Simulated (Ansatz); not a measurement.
SrO under load (space group I4/mmm), Ansatz (a first-principles code) with r2SCAN, rigid bands. Condition of this run: biaxial stress in (001) of 5.4 GPa (compression positive) (the target of the relaxation). Band gap 3.69 eV, N_c = 2.18e19 cm⁻³ and N_v = 3.00e20 cm⁻³ at 300 K, conductivity masses along y (a = (0.00, 2.50, 2.59) Å; b = (2.50, 0.00, 2.59) Å; c = (2.50, 2.50, 0.00) Å) of 0.576 mₑ (electrons) and 0.858 mₑ (holes). Take k_BT = 0.02585 eV.

Find the intrinsic carrier density and the intrinsic Fermi level.

n_i = √(N_c N_v) exp(−E_g/2k_BT) = 8.09e19 × exp(−71.37) = 8.2e-12 cm⁻³. The level lies (k_BT/2) ln(N_v/N_c) = 34 meV from mid-gap (positive towards the conduction band). Each 0.1 eV added to the gap lowers n_i by a factor of 6.9.

A film of it is 8 nm thick, with its normal along the direction named. Estimate the confinement energies in an infinite well.

ħ²π²/(2m t²) = 0.376 eV·nm²/(m/mₑ × t²) gives 10.2 meV for electrons and 6.85 meV for holes, so the gap would widen to about 3.71 eV. Finite barriers and nonparabolic bands lower this, and with several valleys or bands the heaviest mass along the normal sets the lowest level, not this average.

What thermal injection velocity √(2k_BT/πm) limits a ballistic channel along the direction named?

7.09e6 cm/s for electrons and 5.81e6 cm/s for holes, a ratio of √(m_h/m_e) = 1.22, for dilute carriers.

Rigid bands with the computed gap; masses take one relaxation time for all states. Spin-orbit coupling is left out; where it splits the top of the valence band, N_v and the p-type Seebeck coefficient come out somewhat high without it. Geometry: cell and atoms relaxed with PBEsol.
